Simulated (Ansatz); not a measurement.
Re, pressure series

Base system: Re in the hcp (Mg type) structure (space group P6_3/mmc, No. 194).

```
Re
1.0
    2.75083     0.00000     0.00000
   -1.37541     2.38229     0.00000
    0.00000     0.00000     4.44144
Re
2
Direct
  0.66667   0.33333   0.75000
  0.33333   0.66667   0.25000
```

Cell and atoms are relaxed at each pressure.

Computed with PBEsol, PAW, 420 eV (Ansatz, a program for electronic structure; without spin-orbit coupling).

```tsv
P (GPa)	V (Å³/atom)
-2.01	14.629
-1.01	14.591
0.89	14.520
2.10	14.476
4.50	14.390
9.00	14.237
15.01	14.045
22.51	13.823
30.01	13.618
```

Task: Fit a third-order Birch–Murnaghan equation of state.

Result: Least squares on P(V) = (3B₀/2)[(V₀/V)^(7/3) − (V₀/V)^(5/3)]·[1 + (3/4)(B₀′ − 4)((V₀/V)^(2/3) − 1)] gives V₀ = 14.55 Å³/atom, B₀ = 391 GPa and B₀′ = 4.4.

Load acts through the strain it causes; cell and atoms are relaxed under it. Stability against distortions was not tested. Competing high-pressure phases were not computed. All final runs are without spin polarisation.
